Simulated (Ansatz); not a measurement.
Base system: Sb in the A7 type structure (space group R-3m, No. 166; a = 4.328 Å, c = 11.344 Å (hexagonal axes); layered).

The values are results of plane-wave PAW DFT at the r2SCAN+rVV10 level (Ansatz, a program for electronic structure, 500 eV), spin-orbit coupling left out, not measurements.

For the base:

The band gap is zero.

Modification: a free-standing slab of 2 layers (4 atoms, 2 a layer) is cut normal to the stacking axis, with 15 Å of vacuum and the in-plane cell relaxed.

Problem. Predict the new gap character, band gap, excess energy per area of both faces and thickness between the outermost nuclei.

Solution. The gap character is indirect, K–Γ (85 % along) → Γ–M (73 % along); the band gap goes from zero to 0.22 eV; the excess energy per area of both faces (slab less bulk energy over the cell's area: twice a surface energy) comes out as 0.53 J/m² (uncertain by up to 0.04 J/m²); the thickness between the outermost nuclei comes out as 5.55 Å.

Slab and bulk use different k-meshes, which limits the precision of the excess energy. With Sb present, leaving out spin-orbit coupling can change the band edges. Whether these cells are dynamically stable was not tested. A zero or small gap of Sb can be the functional's error rather than a property of the material. Labels are those of the standard path for the cell's own space group.
